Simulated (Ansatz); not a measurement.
# MgTe under a change: isotropic strain −4.99 %

Take MgTe in the wurtzite structure (space group P6_3mc, No. 186; a = 4.561 Å, c = 7.413 Å) as the base.

One thing is altered: the cell is scaled by 0.9501 in all directions, atoms relaxed at fixed cell.

The values are results of Ansatz (an electronic-structure program), PBEsol, PAW, cutoff 420 eV, no spin-orbit coupling, earlier PAW set, not measurements. k-mesh 8×8×5 (Γ-centred); smearing 0.05 eV (Fermi–Dirac).

```json
[
 {"quantity": "volume per atom", "base": "33.38 Å³", "changed": "28.63 Å³", "shift": "-4.75 Å³"},
 {"quantity": "space group", "base": "P6_3mc (No. 186)", "changed": "P6_3mc (No. 186)", "shift": "–"},
 {"quantity": "shortest interatomic distance", "base": "2.787 Å", "changed": "2.648 Å", "shift": "-0.139 Å"},
 {"quantity": "energy relative to the base (free energy F)", "base": "0 meV/atom", "changed": "+99 meV/atom", "shift": "+99 meV/atom"},
 {"quantity": "pressure (mean of the normal stresses, compression positive)", "base": "-0.01 GPa", "changed": "7.61 GPa", "shift": "+7.62 GPa"},
 {"quantity": "band gap", "base": "2.39 eV", "changed": "2.98 eV", "shift": "+0.59 eV"},
 {"quantity": "gap character", "base": "direct at Γ", "changed": "indirect, Γ → L–M (20 % along)", "shift": "–"},
 {"quantity": "smallest direct gap", "base": "2.39 eV", "changed": "3.11 eV", "shift": "+0.72 eV"},
 {"quantity": "valence-band top at Γ (three highest levels, from the VBM)", "base": "0.00, -0.02, -0.02 eV", "changed": "0.00, -0.02, -0.02 eV", "shift": "–"}
]
```

Final structure:

```xyz
4
Lattice="4.3333 0.0000 0.0000 -2.1666 3.7527 0.0000 0.0000 0.0000 7.0429" Properties=species:S:1:pos:R:3 pbc="T T T"
Mg     2.1666     1.2509     0.0069
Mg     0.0000     2.5018     3.5284
Te     2.1666     1.2509     4.3962
Te     0.0000     2.5018     0.8748
```

With Te present, leaving out spin-orbit coupling can change the band edges. Whether these cells are dynamically stable was not tested.
